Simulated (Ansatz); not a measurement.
Take Nb in the bcc (W type) structure (space group Im-3m, No. 229) as the base.

Space group Im-3m (No. 229); a = b = c = 3.271 Å, α = β = γ = 90.00°

```tsv
atom	site	symmetry	x	y	z
Nb	2a	m-3m	0.0000	0.0000	0.0000
```
(The calculation used a cell of 1 atom; values per cell refer to that cell.)

Level of theory: PBEsol, PAW, 420 eV (Ansatz, an electronic-structure program; no spin-orbit coupling), earlier PAW set.

Base values:

- Shortest interatomic distance: 2.833 Å

Modification: full substitution Nb → Be, then cell and atoms are relaxed.

Tabulated Pauling electronegativity and covalent radius: Nb 1.60, 1.64 Å; Be 1.57, 0.96 Å.

What does the calculation give for the shortest interatomic distance after the change?

The shortest interatomic distance falls by 0.675 Å, from 2.833 Å to 2.158 Å.

No phonon test of stability was made. For Be in this form, whether it has been made was not checked. All final runs are without spin polarisation. This is not the structure that Be has at room temperature and ambient pressure.
